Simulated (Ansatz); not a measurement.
Base system: KCl in the rock salt structure (space group Fm-3m, No. 225; a = 6.243 Å). Axes: x, y, z lie along the cube axes.

Calculations: PBEsol in Ansatz (plane waves to 420 eV, PAW, no SOC).

Base values:

The band gap is 5.10 eV.

Modification: uniaxial strain ε_zz = −1.50 %, all other strain components held at zero; the atoms relax in the strained cell.

### Question
What happens to the band gap?

### Answer
The band gap goes up by 0.04 eV, from 5.10 eV to 5.14 eV.

Whether these cells are dynamically stable was not tested.

Ansatz is an electronic-structure program.
